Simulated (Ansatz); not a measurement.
PBE against r2SCAN: CoPdO2, isotropic strain +1.40 %

Consider CoPdO2 (space group R-3m, No. 166; a = 2.862 Å, c = 17.853 Å (hexagonal axes); not spin-polarised; relaxed with 0.1 eV smearing).

(Cell as relaxed with PBE.)

Levels (all Ansatz, an electronic-structure program, PAW): PBE (420 eV, scalar-relativistic without spin-orbit coupling); r2SCAN (500 eV, no SOC).

Each level relaxes its own structure.

```
base                        PBE      r2SCAN
-------------------  ----------  ----------
volume per atom        10.56 Å³    10.23 Å³
lattice parameter a  5.409 bohr  5.339 bohr
band gap                   zero        zero
```

Perturbation: an isotropic linear strain of +1.40 %, atoms relaxed at fixed cell.

```tsv
quantity	PBE	r2SCAN
pressure (mean of the normal stresses, compression positive)	-7.7 GPa	-8.8 GPa
energy relative to the base (free energy F)	+11 meV/atom	+12 meV/atom
```

PBE's pressure lies 1.1 GPa above r2SCAN's; PBE's energy relative to the base lies 1.2 meV/atom below r2SCAN's. Neither level is exact; r2SCAN is the comparison here, not a measurement.

No phonon test of stability was made. Seeded moments were not kept for the base. No Hubbard U is applied and the magnetic state is the run's own (CoPdO2 not spin-polarised; CoPdO2 non-magnetic); small cells can't hold the antiferromagnetic order that many such compounds have, so gaps and moments can be off. All final runs are without spin polarisation. An odd electron count without spin: CoPdO2.
